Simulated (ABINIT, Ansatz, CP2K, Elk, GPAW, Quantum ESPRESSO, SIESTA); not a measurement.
One structure in several programs: GaSb (F-43m, 2 atoms in the cell)

Self-consistent single point, at a second geometry (lattice scaled by 0.98). First geometry:

```yaml
crystal:
  lattice:
    - [0.00000, 3.05572, 3.05572]
    - [3.05572, 0.00000, 3.05572]
    - [3.05572, 3.05572, 0.00000]
  atoms:
    - { symbol: Ga, position: [0.00000, 0.00000, 0.00000] }
    - { symbol: Sb, position: [0.75000, 0.75000, 0.75000] }
```

Shared settings, as Ansatz (a program for electronic structure) writes them: kpoints.mp_grid.grid = 9 9 9; scf.occupations.method = gaussian; scf.occupations.width = 0.0073 Ry. Potentials and cutoffs stand in the table.

```tsv
code	model	ΔF from the first geometry (meV/atom)	pressure (GPa)	gap on the mesh (eV)	cutoff
SIESTA	GGA PBE, numerical atomic orbitals DZP, PseudoDojo PBE standard norm-conserving potentials (rewritten from UPF to PSML)	49.6	6.66	0.535	grid 400 Ry
GPAW	PBE, GPAW PAW datasets PBE (gpaw-data 1.0.1)	46.4	6.46	–	550 eV
Quantum ESPRESSO	PBE, PSlibrary PAW (PBE) pseudopotentials	45.5	6.35	0.528	70 Ry
ABINIT	PBE, norm-conserving pseudopotentials (PseudoDojo nc-sr-05 PBE standard)	45.9	6.37	0.494	80 Ry
Elk	PBE, all-electron FP-LAPW, Elk's shipped species files, APW+lo basis with extra local orbitals	48.8	–	0.488	rgkmax 8
CP2K	PBE, GPW, DZVP-MOLOPT-SR-GTH basis, GTH-PBE potentials (GTH_POTENTIALS)	52.2	7.15	0.547	grid 600 Ry
Ansatz	PBE, PAW files	45.6	6.40	0.504	30.9 Ry
```

A dash marks a value that a program does not give, or that is left out as unsure.

No gap is tabulated for GPAW: it is not read from that output, or partly filled or unconverged empty levels leave it unsure.

Gaps are read on the mesh.

On Ansatz's run: spin-orbit coupling is off.

The spread over the programs that give each value: ΔF from the first geometry within 6.7 meV/atom; pressure within 0.80 GPa; gap on the mesh within 0.059 eV.

SIESTA and CP2K use small atom-centred bases, whose incompleteness enters pressures, forces and empty levels differently from a plane-wave cutoff. Elk treats all electrons, but the usual bases taken here (sphere radii, linearisation, local orbitals, empty states) were not tested for convergence, so the values are no reference for the others. Ansatz's pressure is given at a fixed set of plane waves, as the other plane-wave codes print theirs.

The starting cell comes from a database of computed structures (which also holds hypothetical and non-ambient phases and stackings), without a prior relaxation at this level. Its lattice was rescaled by a random factor within 2.5 % of one. For this run, on top of that: lattice scaled by 0.98.

Left out of this page: FLEUR (with a known weakness of the program).

Keys are those of Ansatz 0.2.
